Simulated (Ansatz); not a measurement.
Base system: V2O3 in the corundum structure (space group R-3c, No. 167; a = 4.775 Å, c = 14.228 Å (hexagonal axes); ferromagnetic).

The values are results of PBEsol in Ansatz (plane waves to 420 eV, PAW, no SOC), not measurements.

For the base:

* **Lattice parameter a**: 4.775 Å

The change: Fe takes the place of V on all its sites, then cell and atoms are relaxed.

Q: What happens to the lattice parameter a?

A: The lattice parameter a shrinks by 0.077 Å (4.775 Å → 4.698 Å).

Stability against distortions was not tested. No Hubbard U is applied and the magnetic state is the run's own (Fe2O3 ferromagnetic); other magnetic orders, which need larger cells, were not tried and can change the gap. The base started in C2/c and relaxed to R-3c at this level. In its common phase, real Fe2O3 is an antiferromagnetic insulator at low temperature.

Ansatz is a quantum-chemistry and plane-wave program.
